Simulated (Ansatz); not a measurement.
Bulk modulus B0 of Au₅Sn (R32, No. 155, 6 atoms in the cell; start mp-30418) at several levels of theory

No measured value is used here.

```
level (code)     value (GPa)  cell (Å³/atom)
---------------  -----------  --------------
LDA (Ansatz)             162           17.41
PBEsol (Ansatz)          146           17.87
r²SCAN (Ansatz)          ___           18.39
```

**Question.** What belongs in the gaps?

**Answer.** 
- r²SCAN (Ansatz, a quantum-chemistry and plane-wave program), value (GPa): 130

Density-functional levels without +SOC have no spin–orbit coupling. LDA, PBEsol, r²SCAN: the bulk modulus is −V dP/dV from two relaxed cells at ±2 % in volume. LDA, PBEsol, r²SCAN: the relaxation could not lower the start's symmetry, so the cell can be a saddle point above a distorted one. Each level is taken at its own relaxed cell. Cutoffs differ between the levels. Ansatz's density-functional and Hartree–Fock values are scalar-relativistic unless marked +SOC, with PAW data made under PBE.

A start named mp-… is a Materials Project structure, which need not be a measured phase.
